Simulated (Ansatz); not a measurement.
Take Lu in the hcp (Mg type) structure (space group P6_3/mmc, No. 194; a = 3.443 Å, c = 5.367 Å; relaxed with 0.1 eV smearing) as the base. Axes: x lies along a and z along c of the hexagonal cell.

Method: Ansatz (a program for electronic structure), PBEsol, PAW, cutoff 420 eV, no SOC.

Base values:

The volume per atom is 27.55 Å³. The pressure comes out as 0.0 GPa.

One thing is altered: biaxial strain +2.00 %, plane normal [001], relaxed out of plane (Cartesian); in-plane vectors clamped, the third vector and the atoms free.

Task: What happens to the volume per atom and pressure?

Result: The volume per atom increases by 0.86 Å³, from 27.55 Å³ to 28.41 Å³; the pressure (mean of the normal stresses, compression positive) goes from zero to -1.4 GPa.

Whether these cells are dynamically stable was not tested.
